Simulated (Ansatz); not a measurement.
Consider Cs in the fcc (Cu type) structure (space group Fm-3m, No. 225).

```
CELL_PARAMETERS angstrom
      0.00000     3.96479     3.96479
      3.96479     0.00000     3.96479
      3.96479     3.96479     0.00000
ATOMIC_POSITIONS crystal
  Cs 0.00000 0.00000 0.00000
```

Level of theory: r2SCAN (Ansatz, a program for electronic structure; PAW; 500 eV plane waves; no spin-orbit coupling).

Before the change:

Volume per atom: 124.65 Å³

The change: full substitution Cs → Rb; the structure is relaxed again.

**Question.** Estimate the effect on the volume per atom.

**Answer.** The volume per atom falls by 29.46 Å³ to 95.19 Å³.

Stability against distortions was not tested. For Rb in this form, whether it has been made was not checked. The final runs are not spin-polarised. This is not the structure that Rb has at room temperature and ambient pressure. This is not the structure that Cs has at room temperature and ambient pressure.
